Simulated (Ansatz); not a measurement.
**Hypothetical diamond Li, response to strain**

Base system: Li in the diamond structure (space group Fd-3m, No. 227; a hypothetical phase, not in the database extracts checked; relaxed with 0.1 eV smearing).

```
Li
1.0
    0.00000     2.94747     2.94747
    2.94747     0.00000     2.94747
    2.94747     2.94747     0.00000
Li
2
Cartesian
  1.47373   1.47373   1.47373
  0.00000   0.00000   0.00000
```

Cartesian axes are those of the cell as printed.

Strains are applied to the cell and any free atomic positions relax; under biaxial strain the out-of-plane vector relaxes too.

The values are results of DFT with PBEsol, PAW potentials and a 420 eV plane-wave cutoff in Ansatz (a program for electronic structure), spin-orbit coupling left out, not measurements.

Notes on the quantities. energy relative to the base: free energy F; pressure: mean of the normal stresses, compression positive.

```tsv
change	energy relative to the base	pressure	space group	shortest interatomic distance
base	0 meV/atom	0.0 GPa	Fd-3m (No. 227)	2.553 Å
biaxial strain +0.98 %, plane normal [110], relaxed out of plane	-139 meV/atom	3.0 GPa	Imma (No. 74)	2.209 Å
biaxial strain +1.28 %, plane normal [110], relaxed out of plane	-142 meV/atom	2.9 GPa	Imma (No. 74)	2.215 Å
isotropic strain −1.01 %	+0.4 meV/atom	0.2 GPa	Fd-3m (No. 227)	2.527 Å
isotropic strain +2.44 %	+2.2 meV/atom	-0.4 GPa	Fd-3m (No. 227)	2.615 Å
isotropic strain +2.72 %	+2.7 meV/atom	-0.4 GPa	Fd-3m (No. 227)	2.622 Å
tensor shear ε_xy = +1.91 %	-4.7 meV/atom	0.0 GPa	Imma (No. 74)	2.512 Å
```

A biaxial case was relaxed in a doubled cell and then solved in the primitive one. Stability against distortions was not tested. Under biaxial strain +0.98 %, plane normal [110], relaxed out of plane, biaxial strain +1.28 %, plane normal [110], relaxed out of plane and tensor shear ε_xy = +1.91 % the cell ends below the base's energy or with stress of the wrong sign: the atoms slid into a distortion or the cell is elastically unstable, so the base is not a stable minimum at this level.
